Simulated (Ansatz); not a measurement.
Consider GeS in the GeS type structure (space group Pnma, No. 62; a = 10.0980 Å, b = 3.6441 Å, c = 4.0199 Å; layered, stacked along the Cartesian x axis). Axes: x, y, z lie along a, b, c of the conventional cell.

The values are results of PBEsol-D3(BJ) in Ansatz (plane waves to 420 eV, PAW, without spin-orbit coupling), earlier PAW set, not measurements.

For the base:

| Item | Value |
|---|---|
| Shortest interatomic distance | 2.436 Å |

Perturbation: uniaxial stress, 1 GPa compression along x, with the cell and atoms free to relax against it.

Question: Predict the new energy relative to the base.

Answer: The energy rises by 0.6 meV/atom.

Question: Predict the new strain response.

Answer: The strain response (xx, yy, zz) comes out as (−0.99, +0.01, +0.37) %.

Question: Estimate the effect on the shortest interatomic distance.

Answer: The shortest interatomic distance decreases by 0.002 Å to 2.434 Å.

Beyond what the load breaks, stability against distortions was not tested. The program warned that a D3 coordination switch lies within reach, so dispersion energies are less smooth here.

Ansatz is a quantum-chemistry and plane-wave program.
